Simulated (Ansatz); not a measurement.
# LiF under a change: x(Na) = 0.75, 8 atoms, I4/mmm

The reference is LiF in the rock salt structure (space group Fm-3m, No. 225; a = 4.0077 Å).

The other end (x = 1) is NaF in the rock salt structure (space group Fm-3m, No. 225): 12.40 Å³/atom, gap 6.20 eV.

It is then changed as follows: a fraction x = 0.75 of the Li sites is given to Na, ordered in a cell of 8 atoms (starting symmetry I4/mmm) and fully relaxed.

Level of theory: DFT with PBEsol, PAW potentials and a 420 eV plane-wave cutoff in Ansatz (an electronic-structure program), no spin-orbit coupling. Γ-centred 10×10×10 mesh, Fermi–Dirac width 0.05 eV, for the changed cell.

The volume per atom increases by 3.39 Å³ (8.05 Å³ → 11.44 Å³) and the density rises by 0.08 g/cm³, from 2.68 g/cm³ to 2.76 g/cm³. The shortest interatomic distance increases by 0.012 Å (2.004 Å → 2.016 Å) and the band gap decreases by 2.505 eV (9.05 eV → 6.54 eV). The gap character (in this cell's own zone, which can be folded) is still direct at Γ and the electron mass goes from 0.88 mₑ (at Γ) to 0.60 mₑ (at Γ). The valence-band top at Γ (three highest levels, from the VBM) comes out as 0.00, 0.00, -0.07 eV and the mixing energy is +37 meV/atom. The bowing parameter b of this ordering, from Eg = [1−x] Eg[0] + x Eg[1] − b x [1−x], comes out as 2.0 eV and the mean first-shell distances comes out as Li–F 2.182 Å (end compound 2.004 Å), Na–F 2.281 Å (end compound 2.315 Å).

Each cell is one ordered arrangement of few atoms, which overstates ordering effects compared with a random alloy. Masses are band curvatures over ±0.01 Å⁻¹ around the edge. No phonon test of stability was made. Labels are those of the standard path for the cell's own space group.
